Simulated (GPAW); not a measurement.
# GPAW run on Ca (Fm-3m, 1 atom in the cell): self-consistent single point

Method: PBEsol, GPAW PAW datasets PBEsol (made by gpaw-setup) (plane waves; GPAW).

Input:

```python
from ase import Atoms
from ase.units import GPa
from gpaw import GPAW, PW

atoms = Atoms(['Ca'],
              cell=[[0.000000, 2.798370, 2.798370],
                    [2.798370, 0.000000, 2.798370],
                    [2.798370, 2.798370, 0.000000]],
              positions=[[0.000000, 0.000000, 0.000000]],
              pbc=True)

calc = GPAW(mode=PW(600),
            xc='PBEsol',
            kpts={'size': (8, 8, 8), 'gamma': True},
            occupations={'name': 'methfessel-paxton', 'width': 0.1, 'order': 0},
            nbands=-5,
            convergence={'forces': 0.001},
            symmetry={'symmorphic': False, 'tolerance': 0.0005},
            maxiter=120)

atoms.calc = calc

energy = atoms.get_potential_energy()
print('Energy (eV):', round(energy, 6))
forces = atoms.get_forces()
print('Forces (eV/Ang):')
print(forces.round(5))
stress = atoms.get_stress()
print('Stress (GPa, Voigt):', (stress / GPa).round(4))
```

Log, with long lists cut:

```
Input parameters:
  convergence: {forces: 0.001}
  kpts: {gamma: True,
         size: (8, 8, 8)}
  maxiter: 120
  mode: {ecut: 600.0,
         name: pw}
  nbands: -5
  occupations: {name: methfessel-paxton,
                order: 0,
                width: 0.1}
  symmetry: {symmorphic: False,
             tolerance: 0.0005}
  xc: PBEsol

species:
  Ca:
    name: Calcium
    Z: 20.0
    valence: 10
    core: 10
    charge: 0.0
    file: Ca.PBEsol.gz

    # Using partial waves for Ca as LCAO basis

Reference energy: -18487.552579  # eV

Spin-paired calculation

Convergence criteria:
 Maximum [total energy] change in last 3 cyles: 0.0005 eV / valence electron
 Maximum integral of absolute [dens]ity change: 0.0001 electrons / valence electron
 Maximum integral of absolute [eigenst]ate change: 4e-08 eV^2 / valence electron
 Maximum change in the atomic [forces] across last 2 cycles: 0.001 eV/Ang OR
Maximum error relative to the maximum force is below inf
 Maximum number of scf [iter]ations: 120

Symmetries present (total): 48
Symmetries with fractional translations: 0
512 k-points: 8 x 8 x 8 Monkhorst-Pack grid + [1/16,1/16,1/16]
29 k-points in the irreducible part of the Brillouin zone
       k-points in crystal coordinates                weights
   0:     0.00000000    0.00000000    0.00000000          1/512
   1:     0.12500000    0.12500000    0.00000000          6/512
   2:     0.12500000    0.12500000    0.12500000          8/512
   [... 7 lines left out ...]
          ...
  28:     0.50000000    0.50000000    0.50000000          4/512

Wave functions: Plane wave expansion
  Cutoff energy: 600.000 eV
  Number of coefficients (min, max): 1428, 1476
  Pulay-stress correction: 0.000000 eV/Ang^3 (de/decut=0.000000)

Occupation numbers: Methfessel-Paxton:
  width: 0.1000  # eV
  order: 0

Eigensolver

Densities:
  Coarse grid: 24*24*24 grid
  Fine grid: 48*48*48 grid
  Total Charge: 0.000000

Density mixing:
  Method: separate
  Backend: pulay
  Linear mixing parameter: 0.05
  old densities: 5
  Damping of long wavelength oscillations: 50

Hamiltonian:
  XC and Coulomb potentials evaluated on a 48*48*48 grid
  External potential:
    NoExternalPotential

XC parameters: PBEsol with 2 nearest neighbor stencil

Number of atoms: 1
Number of atomic orbitals: 5
Number of bands in calculation: 10
Number of valence electrons: 10
Bands to converge: occupied

Density initialized from atomic densities
  5 bands from LCAO basis set
  5 bands from random numbers

Atomic positions and initial magnetic moments

Positions:
   0 Ca     0.000000    0.000000    0.000000    ( 0.0000,  0.0000,  0.0000)

Unit cell:
           periodic     x           y           z      points  spacing
  1. axis:    yes    0.000000    2.798370    2.798370    24     0.1346
  2. axis:    yes    2.798370    0.000000    2.798370    24     0.1346
  3. axis:    yes    2.798370    2.798370    0.000000    24     0.1346

  Lengths:   3.957493   3.957493   3.957493
  Angles:   60.000000  60.000000  60.000000

Effective grid spacing dv^(1/3) = 0.1469

     iter     time        total  log10-change:
                         energy   eigst   dens  force
iter:   1 --:--:--    -2.068155
iter:   2 --:--:--    -2.204570   -0.91  -1.64
iter:   3 --:--:--    -2.220807   -1.50  -1.66
iter:   4 --:--:--    -2.227390   -1.95  -1.69
iter:   5 --:--:--    -2.226217   -2.79  -2.31
iter:   6 --:--:--    -2.222977c  -3.27  -2.34
iter:   7 --:--:--    -2.223130c  -3.98  -2.79
iter:   8 --:--:--    -2.223155c  -4.53  -3.19
iter:   9 --:--:--    -2.223141c  -5.07  -3.20
iter:  10 --:--:--    -2.223136c  -5.64  -3.37
iter:  11 --:--:--    -2.223137c  -6.30  -4.19c
iter:  12 --:--:--    -2.223137c  -6.88  -4.27c
iter:  13 --:--:--    -2.223137c  -7.41c -4.50c
iter:  14 --:--:--    -2.223137c  -7.99c -5.37c -22.21c

Converged after 14 iterations.

Dipole moment: (0.000000, -0.000000, -0.000000) |e|*Ang

Energy contributions relative to reference atoms: (reference = -18487.552579)

Kinetic:         -0.576824
Potential:       +2.527196
External:        +0.000000
XC:              -3.670953
Entropy (-ST):   -0.008473
Local:           -0.498319
SIC:             +0.000000
--------------------------
Free energy:     -2.227373
Extrapolated:    -2.223137

Showing only first 2 kpts
 Kpt  Band  Eigenvalues  Occupancy
  0     3    -19.89665    2.00000
  0     4     -0.90875    2.00000
  0     5      5.32520    0.00000
  0     6      5.32520    0.00000

  1     3    -19.90318    2.00000
  1     4     -0.56702    2.00000
  1     5      5.00391    0.00000
  1     6      5.45791    0.00000

Fermi level: 3.01219

No gap
No difference between direct/indirect transitions
Energy (eV): -2.223137

Forces in eV/Ang:
  0 Ca    0.00000    0.00000    0.00000

Stress tensor:
     0.007381    -0.000000    -0.000000
    -0.000000     0.007381    -0.000000
    -0.000000    -0.000000     0.007381
Stress (GPa, Voigt): [ 1.1825  1.1825  1.1825 -0.     -0.     -0.    ]
```

The run converged in 14 iterations. GPAW prints stress with tension positive.

The starting cell has typed, rounded lattice constants, without a prior relaxation at this level. Its lattice was rescaled by up to half a per cent.
